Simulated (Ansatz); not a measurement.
## Convergence study of the k-point mesh at a smearing width of 0.05 eV for La (P3m1, 4 atoms in the cell)

```
La
1.0
    1.87557    -3.24859     0.00000
    1.87557     3.24859     0.00000
    0.00000     0.00000    12.09920
La
4
Direct
  0.00000   0.00000   0.50413
  0.00000   0.00000   0.00000
  0.33333   0.66667   0.25000
  0.66667   0.33333   0.75000
```

Level of theory: PBEsol, default PAW files made with PBE (plane waves; Ansatz, an electronic-structure program).

Base settings: basis.ecutwfc = 30.9 Ry; kpoints.mp_grid.grid = 10 10 3; hamiltonian.xc = pbesol; hamiltonian.pseudopotentials = {kind: paw} (the program's default PAW files); scf.occupations.method = fermi_dirac; scf.occupations.width = 0.0073 Ry.

In this ladder: scf.occupations.width = 0.0037 Ry.

The second cell is the first with its lattice scaled by 0.98.

Only quantities that move along the ladder and can be compared are tabulated.

The count of work is k-points × plane waves × bands × iterations; it is no time. 

The starting cell has typed, rounded lattice constants, without a prior relaxation at this level. Its lattice was rescaled by up to half a per cent. One atom was moved a little off its site on purpose. Ansatz's pressure includes its estimate of the finite-basis (Pulay) stress.

```csv
kpoints.mp_grid.grid,free energy less the last step's (meV/atom),energy of the compressed cell less the first (meV/atom),pressure (GPa),largest difference of a force vector from the last step's (eV/Å),count of work / last
4 4 1,97.99,-11.25,-1.41,0.035,0.026
4 4 2,60.68,-14.57,-1.66,0.031,0.038
5 5 2,29.65,-13.61,-1.69,0.046,0.047
6 6 2,-6.46,-14.71,-1.80,0.024,0.058
8 8 2,-2.96,-18.05,-2.03,0.011,0.083
9 9 3,0.70,-17.38,-1.95,0.004,0.13
11 11 3,-0.90,-16.31,-1.91,0.002,0.20
13 13 4,0.27,-17.45,-1.96,0.003,0.32
16 16 5,-0.24,-17.46,-1.97,0.001,0.55
20 20 6,0.00,-17.27,-1.96,0.000,1.0
```

Coarsest kpoints.mp_grid.grid that holds the free energy within 0.5 meV/atom of the last step, with all finer ones: 13 13 4, at 0.32 of the last step's count of work; the step before is off by 0.90 meV/atom.

Coarsest kpoints.mp_grid.grid that holds the energy of the compressed cell less the first within 2 meV/atom of the last step, with all finer ones: 8 8 2, at 0.083 of the last step's count of work; the step before is off by 2.6 meV/atom.

Coarsest kpoints.mp_grid.grid that holds the forces within 0.01 eV/Å of the last step, with all finer ones: 9 9 3, at 0.13 of the last step's count of work; the step before is off by 0.011 eV/Å.

The energy difference between the two cells stays within 1 meV/atom of the last step's from 8 8 2 on, the total only from 9 9 3 on: much of the error is common to both cells and cancels.

Keys are those of Ansatz 0.2.
